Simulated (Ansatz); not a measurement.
System: PbS (model structure, started from the zincblende type, F-43m, No. 216, 2 atoms in the cell). Method: HSE06 (Ansatz, a program for electronic structure, PAW).

Run with plane-wave cutoff 460 eV, 6×6×6 k mesh, Fermi–Dirac smearing 0.01 eV, scalar-relativistic PAW data made under PBE.

Cell (relaxed with PBEsol):

```
CELL_PARAMETERS angstrom
      0.00000     3.27151     3.27151
      3.27151     0.00000     3.27151
      3.27151     3.27151     0.00000
ATOMIC_POSITIONS crystal
  S  0.75000 0.75000 0.75000
  Pb 0.00000 0.00000 0.00000
```

Question: Give the computed band gap, smallest direct gap on the k points sampled and Γ–Γ gap.

Answer: 
- band gap = 1.22 eV
- smallest direct gap on the k points sampled = 1.77 eV
- Γ–Γ gap = 5.22 eV

Note: the relaxation could raise the start's symmetry but not lower it, so the cell can be a saddle point; cell and atoms aren't relaxed at this level (pressure 1.2 GPa).

Spin–orbit coupling is not included; with these elements it can move the gap by several tenths of an eV or more.

Computed values are for the static lattice.

Computing time: around 2.4 core-minutes (rough).

A model structure was made by putting elements into a prototype or built by hand; it is no filed structure, need not be a known phase, and can be a saddle point held by its symmetry.
